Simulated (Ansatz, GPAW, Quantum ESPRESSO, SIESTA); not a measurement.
**Code comparison for Y (P6_3/mmc, 2 atoms in the cell)**

Self-consistent single point.

```yaml
crystal:
  lattice:
    - [3.65240, 0.00000, 0.00000]
    - [-1.82620, 3.16308, 0.00000]
    - [0.00000, 0.00000, 5.89503]
  atoms:
    - { symbol: Y, position: [0.33333, 0.66667, 0.25000], spin: 1.0 }
    - { symbol: Y, position: [0.66667, 0.33333, 0.75000], spin: 1.0 }
```
(The spins are starting values, not results.)

Shared settings, as Ansatz (an electronic-structure program) writes them: kpoints.mp_grid.grid = 11 11 6; scf.occupations.method = fermi_dirac; scf.occupations.width = 0.1 eV. Potentials and cutoffs stand in the table.

```csv
code,model,pressure (GPa),cutoff
Quantum ESPRESSO,"PBEsol, PSlibrary ultrasoft (PBE) pseudopotentials",-3.08,45 Ry
Ansatz,"PBEsol, default PAW files made with PBE",-3.05,default
GPAW,"PBEsol, GPAW PAW datasets PBEsol (made by gpaw-setup)",-3.10,600 eV
SIESTA,"GGA PBEsol, numerical atomic orbitals DZP, PseudoDojo PBEsol standard norm-conserving potentials (rewritten from UPF to PSML)",-3.32,grid 350 Ry
```

On Ansatz's run: the starting moments vanished: the run ended non-magnetic. The program warned that a starting moment was not kept.

The spread over the programs that give each value: pressure within 0.27 GPa.

SIESTA uses small atom-centred bases, whose incompleteness enters pressures, forces and empty levels differently from a plane-wave cutoff. Ansatz's pressure is given at a fixed set of plane waves, as the other plane-wave codes print theirs.

The starting cell comes from a database of computed structures (which also holds hypothetical and non-ambient phases and stackings), without a prior relaxation at this level. Its lattice was rescaled by a random factor within 2.5 % of one.

Left out of this page: Elk (not drawn, or without a comparable value).

Keys are those of Ansatz 0.2.
